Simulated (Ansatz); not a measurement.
The parent structure is BaTiO3 in the cubic perovskite structure (space group Pm-3m, No. 221; a = 4.019 Å).

Levels (all Ansatz, an electronic-structure program, PAW): PBE (420 eV, no spin-orbit coupling); r2SCAN (500 eV, no spin-orbit coupling).

Its gap is 1.78 eV with PBE and 2.13 eV with r2SCAN.

Now apply this change: every lattice vector is stretched by 1.47 %, atoms relaxed at fixed cell.

With PBE the gap becomes 1.69 eV.

Task: If the r2SCAN correction stayed the same, what would the r2SCAN gap be, and what does the r2SCAN run give?

Result: A rigid correction of +0.35 eV gives 2.04 eV. The r2SCAN run gives 2.02 eV, so the two effects roughly add.

Single points use the geometry relaxed with PBE. The cells carry an imposed strain or load. No phonon test of stability was made. All final runs are without spin polarisation. Many cubic perovskites are stable only at high temperature; tilts and polar distortions were not tested. This is not the structure that BaTiO3 has at room temperature and ambient pressure.
